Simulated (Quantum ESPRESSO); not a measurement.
How far to go with the SCF threshold: CuPd (P4mm, 2 atoms in the cell)

```
CuPd
1.0
    2.96552     0.00000     0.00000
    0.00000     2.96552     0.00000
    0.00000     0.00000     2.96552
Cu Pd
1 1
Direct
  0.00000   0.00000   0.01686
  0.50000   0.50000   0.50000
```

Method of the run: PBEsol, GBRV 1.5 ultrasoft (PBESOL) pseudopotentials (plane waves; Quantum ESPRESSO).

Base settings: ecutwfc = 50 Ry; ecutrho = 400 Ry; occupations = smearing; smearing = gauss; degauss = 0.0073499 Ry; potentials = {Cu: cu_pbesol_v1.2.uspp.F.UPF, Pd: pd_pbesol_v1.4.uspp.F.UPF}; K_POINTS = automatic 7 7 7 0 0 0; conv_thr = 1e-10 Ry.

The mesh stays at the base's, so the ladder's end is converged at best in this setting alone.

Only quantities that move along the ladder and can be compared are tabulated.

The count of work is k-points × plane waves × bands × iterations; it is no time. 

The starting cell comes from a database of computed structures (which also holds hypothetical and non-ambient phases and stackings), without a prior relaxation at this level. Its lattice was rescaled by up to half a per cent. One atom was moved a little off its site on purpose. Spin polarisation is off.

Steps (conv_thr): 0.0073 Ry; 0.00073 Ry; 7.3e-05 Ry; 7.3e-06 Ry; 7.3e-07 Ry; 7.3e-08 Ry; 7.3e-09 Ry; 1e-10 Ry; 7.3e-12 Ry; 7.3e-14 Ry.

**Question.** What is the coarsest conv_thr that holds the forces within 0.01 eV/Å of the last step, with all finer ones?

**Answer.** 7.3e-06 Ry; the step before is off by 0.018 eV/Å.

**Question.** What is the coarsest conv_thr that holds the free energy within 5 meV/atom of the last step, with all finer ones?

**Answer.** 0.00073 Ry; the step before is off by 19 meV/atom.

| conv_thr | free energy less the last step's (meV/atom) | largest difference of a force vector from the last step's (eV/Å) | count of work / last |
|---|---|---|---|
| 0.0073 Ry | 19.06 | 0.013 | 0.40 |
| 0.00073 Ry | 0.07 | 0.018 | 0.47 |
| 7.3e-05 Ry | 0.07 | 0.018 | 0.47 |
| 7.3e-06 Ry | 0.00 | 0.003 | 0.60 |
| 7.3e-07 Ry | 0.00 | 0.001 | 0.67 |
| 7.3e-08 Ry | 0.00 | 0.000 | 0.73 |
| 7.3e-09 Ry | 0.00 | 0.000 | 0.80 |
| 1e-10 Ry | 0.00 | 0.000 | 0.80 |
| 7.3e-12 Ry | 0.00 | 0.000 | 0.93 |
| 7.3e-14 Ry | 0.00 | 0.000 | 1.0 |
